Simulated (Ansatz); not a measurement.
# Sn on the 1x1 (0001) surface of hcp Co, ferromagnetic, one in a 2x2 cell, started at the site 'bridge Co-Co (span 2.5 Å)'

Computed with PBE (plane waves to 420 eV, PAW; Ansatz, a quantum-chemistry and plane-wave program).

Slab: 17 atoms, 6.0 Å thick at the start under the adsorbate (thin: gaps and levels are the slab's own); k 7x7x1, smearing 0.1 eV, dipole-corrected; 8 atoms held, the rest relaxed; symmetry of the start imposed; spin-polarised, no spin-orbit, no U, no dispersion correction. At the end it is bonded to 3 Co. In PBE it is, or lies within 0.03 eV of, the lowest of the starts that converged.

The adsorption energy against an atom of beta tin is -16.5 kcal/mol. The work function of the top face is 4.37 eV and the change of the work function comes out as -0.60 eV. The change of the step from the bottom to the top vacuum level, against the clean slab is -0.60 eV and the energy released by relaxation is 0.25 eV. The height of the binding atom over the mean of the host atoms within 0.3 Å of the top one is 4.048 bohr, the magnetic moment of the cell comes out as 25.87 μB and the nearest host atoms of the binding atom comes out as Co at 2.61 Å, Co at 2.61 Å, Co at 2.62 Å. The largest move of a host atom is 0.06 Å and the note comes out as in the relaxation the adsorbate left its starting site by 0.7 Å. The cost comes out as very roughly 40 core-minutes.

A negative adsorption energy means that the adsorbate is more stable on the surface than in its reference.
